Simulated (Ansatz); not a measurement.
## What pressure 0.3 GPa does to IrO2

Consider IrO₂ (space group Pa-3, No. 205; a = 4.863 Å; a cell from a computed database, its experimental status unchecked).

One thing is altered: a hydrostatic pressure of 0.3 GPa.

Method: PBEsol (Ansatz, a quantum-chemistry and plane-wave program), no spin-orbit coupling. Γ-centred 8×8×8 mesh, Fermi–Dirac width 0.05 eV.

```tsv
quantity	base	changed	shift
density	12.95 g/cm³	12.96 g/cm³	+0.01 g/cm³
lattice parameter a	4.863 Å	4.861 Å	-0.002 Å
enthalpy H = E + PV relative to the base's energy	–	+0.02 eV/atom	–
band gap	zero	zero	–
```

Cost of the whole job for the changed cell (relaxation, final SCF and bands): around 110 core-seconds (rough).

Load acts through the strain it causes; cell and atoms are relaxed under it. Whether these cells are dynamically stable was not tested. No Hubbard U is applied, and correlation can decide whether such a compound is a metal. All final runs are without spin polarisation.
